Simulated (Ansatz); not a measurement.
Consider MgO in the rock salt structure (space group Fm-3m, No. 225; a = 4.2141 Å). Axes: x, y, z lie along the cube axes.

Level of theory: plane-wave PAW DFT at the PBEsol level (Ansatz, a first-principles code, 420 eV), without spin-orbit coupling.

Base values:

Pressure: 0.01 GPa
Gap character: direct at Γ

It is then changed as follows: the cell is stretched by 2.00 % along z with no lateral relaxation, atoms relaxed at fixed cell.

Task: What does the calculation give for the pressure and gap character after the change?

Result: The pressure (mean of the normal stresses, compression positive) falls by 2.873 GPa (0.01 GPa → -2.87 GPa); the gap character is still direct at Γ.

The cells carry an imposed strain or load. No phonon test of stability was made. Labels are those of the standard path for the cell's own space group.
